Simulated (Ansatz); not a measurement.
The starting structures come from a database of crystals and need not be the phases stable at ambient conditions.

Data:

```xyz
24
Lattice="5.8053 0.0000 0.0000 2.9027 10.2896 0.0000 0.0000 0.0000 5.7292" Properties=species:S:1:pos:R:3 pbc="T T T"
Sr     4.3731     0.0000     1.4323
Sr     1.4322     0.0000     4.2969
Sr     7.3186     6.4460     1.4323
Sr     1.3895     3.8436     4.2969
Sr     4.2921     6.4460     4.2969
Sr     4.4159     3.8436     1.4323
Sn     4.3600     8.2642     1.4323
Sn     4.3480     2.0254     4.2969
Sn     7.2507     8.2642     4.2969
Sn     1.4573     2.0254     1.4323
O      2.9027     8.5609     0.0000
O      5.8053     1.7287     0.0000
O      5.8053     1.7287     2.8646
O      2.9027     8.5609     2.8646
O      2.9027     2.2699     2.8646
O      5.8053     8.0197     2.8646
O      5.8053     8.0197     0.0000
O      2.9027     2.2699     0.0000
O      1.7639     6.2367     4.2969
O      6.9441     4.0529     1.4323
O      4.0414     6.2367     1.4323
O      4.6666     4.0529     4.2969
O      1.8386     0.0000     1.4323
O      3.9667     0.0000     4.2969
```

Space group of this cell: Cmcm. The cell is taken as given; by r2SCAN its mean pressure is -0.7 GPa.

Transport runs along the normal of the first two printed cell vectors.

The gap is the functional's own, uncorrected, and κ follows it; spin-orbit coupling is left out. Mid-gap values are interpolated between the computed energies.

### Question
Predict the band gap and the smallest decay constant κ at mid-gap from r2SCAN (Ansatz, a program for electronic structure).

### Answer
Gap 3.10 eV on a 6×6×6 mesh; κ = 0.285 1/Å, at the zone centre.
